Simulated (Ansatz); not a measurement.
The starting structures come from a database of crystals and need not be the phases stable at ambient conditions.

By PBEsol, the system below comes out a metal.

Without scattering a metal conducts by its projected Fermi surface.

Input:

```yaml
crystal:
  lattice:
    - [4.78162, 0.00000, 0.00000]
    - [0.00000, 4.79213, 0.00000]
    - [2.39081, 0.00000, 1.38033]
  atoms:
    - { symbol: Pt, position: [0.33333, 0.75000, 0.00000] }
    - { symbol: Pt, position: [0.66667, 0.25000, 0.00000] }
```

Space group of this cell: P6_3/mmc, hcp (Mg type). The cell is taken as given; by PBEsol its mean pressure is -10.8 GPa.

The current flows along the normal of the first two printed cell vectors, the (110) plane of the conventional cell. No spin-orbit coupling; the value is a mean over 0.1 eV about the Fermi level.

Task: Give the ballistic conductance per area that PBEsol in Ansatz (a quantum-chemistry and plane-wave program) yields.

Result: 1.9 × 10¹⁵ S/m² for both spins.
